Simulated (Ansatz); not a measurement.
The starting structures come from a database of crystals and need not be the phases stable at ambient conditions.

Inside the gap of an insulator the Bloch states are evanescent, with a wavenumber k + iκ along the transport direction.

Here is the system:

```xyz
13
Lattice="7.4948 0.0384 0.0000 3.0929 8.9027 0.0000 -2.2010 4.4322 2.8570" Properties=species:S:1:pos:R:3 pbc="T T T"
V      5.1173     8.0663     2.8570
V      1.0684     9.7391     2.8570
Pb     1.4385     6.2394     2.8570
Pb     4.7473    11.5660     2.8570
Pb     0.0000     0.0000     0.0000
O      3.5996     7.3126     2.8570
O      4.7871     6.0606     0.0000
O     -1.1374     6.8225     2.8570
O      7.3231    10.9829     2.8570
O     -0.0247     4.5818     1.4127
O      8.4114     8.7915     1.4444
O      5.2691     9.0523     1.4444
O      3.1176     4.3209     1.4127
```

Space group of this cell: R-3m. The cell was relaxed by PBE-D3(BJ); by r2SCAN its mean pressure is -1.6 GPa.

Transport runs along the normal of the first two printed cell vectors, the (110) plane of the conventional cell.

The gap is the functional's own, uncorrected, and κ follows it; spin-orbit coupling is left out. Mid-gap values are interpolated between the computed energies.

State the band gap and the smallest decay constant κ at mid-gap according to r2SCAN (Ansatz, a quantum-chemistry and plane-wave program).

Gap 3.30 eV on a 10×10×10 mesh; κ = 0.336 1/Å, at (0.500, 0.500) of the in-plane reciprocal vectors. At the zone centre, at the nearest computed energy, the slowest state has κ = 0.36 1/Å.
